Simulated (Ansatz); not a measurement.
The reference is CsPbCl3 in the cubic perovskite structure (space group Pm-3m, No. 221).

```yaml
crystal:
  lattice:
    - [5.61876, 0.00000, 0.00000]
    - [0.00000, 5.61876, 0.00000]
    - [0.00000, 0.00000, 5.61876]
  atoms:
    - { symbol: Cs, position: [0.00000, 0.00000, 0.00000] }
    - { symbol: Pb, position: [0.50000, 0.50000, 0.50000] }
    - { symbol: Cl, position: [0.00000, 0.50000, 0.50000] }
    - { symbol: Cl, position: [0.50000, 0.50000, 0.00000] }
    - { symbol: Cl, position: [0.50000, 0.00000, 0.50000] }
```

Cartesian axes are those of the cell as printed.

Method: Kohn–Sham DFT with the PBEsol functional, run in Ansatz (a quantum-chemistry and plane-wave program) with PAW and 420 eV plane waves, no spin-orbit coupling, earlier PAW set.

Strains are applied to the cell and any free atomic positions relax.

One change was made to it. Results:

The band gap decreases by 0.218 eV (1.84 eV → 1.63 eV); the energy grows by 5.8 meV/atom.

Question: Name the change that was made.
A. tensor shear ε_xy = +0.78 %
B. isotropic strain −1.23 %
C. isotropic strain +1.32 %
D. uniaxial strain ε_yy = −2.81 %

Answer: D, uniaxial strain ε_yy = −2.81 %. For comparison, the band gap in the other runs: isotropic strain +1.32 % gives 2.01 eV; tensor shear ε_xy = +0.78 % gives 1.81 eV; isotropic strain −1.23 % gives 1.67 eV.

Spin-orbit coupling, missing from the scalar runs, can matter with Pb. No phonon test of stability was made. Many cubic perovskites are stable only at high temperature; tilts and polar distortions were not tested. This is not the structure that CsPbCl3 has at room temperature and ambient pressure.
